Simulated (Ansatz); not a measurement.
**PtSe2: response to strain**

The parent structure is PtSe2 in the CdI2 type structure (space group P-3m1, No. 164; a = 3.739 Å, c = 4.635 Å; layered; relaxed with 0.1 eV smearing). Axes: x lies along a and z along c of the hexagonal cell.

Strains are applied to the cell and any free atomic positions relax.

Level of theory: PBEsol-D3(BJ) in Ansatz (plane waves to 420 eV, PAW, no spin-orbit coupling).

Candidates:
(a) uniaxial strain ε_zz = +3.00 %
(b) uniaxial strain ε_zz = +2.00 %
(c) uniaxial strain ε_zz = +2.50 %
(d) uniaxial strain ε_zz = +0.50 %
(e) uniaxial strain ε_zz = −3.00 %

Notes on the quantities. energy relative to the base: free energy F.

Question: Order them by energy relative to the base, highest first.

Answer: (e) uniaxial strain ε_zz = −3.00 % (+5.4 meV/atom), (a) uniaxial strain ε_zz = +3.00 % (+4.3 meV/atom), (c) uniaxial strain ε_zz = +2.50 % (+3.0 meV/atom), (b) uniaxial strain ε_zz = +2.00 % (+2.0 meV/atom), (d) uniaxial strain ε_zz = +0.50 % (+0.1 meV/atom)

Stability against distortions was not tested. The final runs are not spin-polarised.

Ansatz is a quantum-chemistry and plane-wave program.
